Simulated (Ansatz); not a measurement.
The parent structure is MoSe₂ in the 2H-MoS2 type structure (space group P6_3/mmc, No. 194; a = 3.2770 Å, c = 12.7310 Å; layered, stacked along the Cartesian z axis).

All numbers come from Ansatz (a program for electronic structure), PBE-D3(BJ), PAW, cutoff 420 eV, no spin-orbit coupling, earlier PAW set.

| level | band gap | lattice parameter a | lattice parameter c |
|---|---|---|---|
| PBE-D3(BJ) | 0.74 eV | 3.277 Å | 12.731 Å |

Q: From these computed values, estimate the measured ones, and say how each level misses.

A: Measured: band gap 1.09 eV (room temperature; as listed in Carlos M. O. Bastos et al., Physical Review Materials (2019)); lattice parameter a 3.289 Å (room temperature; as listed in arXiv:1605.07067); lattice parameter c 12.927 Å (room temperature; as listed in arXiv:1605.07067). Computed minus measured — band gap: PBE-D3(BJ) -0.35 eV; lattice parameter a: PBE-D3(BJ) -0.4 %; lattice parameter c: PBE-D3(BJ) -1.5 %. Measured values not marked as corrected hold thermal and zero-point effects that the static-lattice runs lack. A measured gap can be an optical one, lowered by exciton binding. Levels without spin-orbit coupling miss its effect on the gap.

Whether these cells are dynamically stable was not tested.
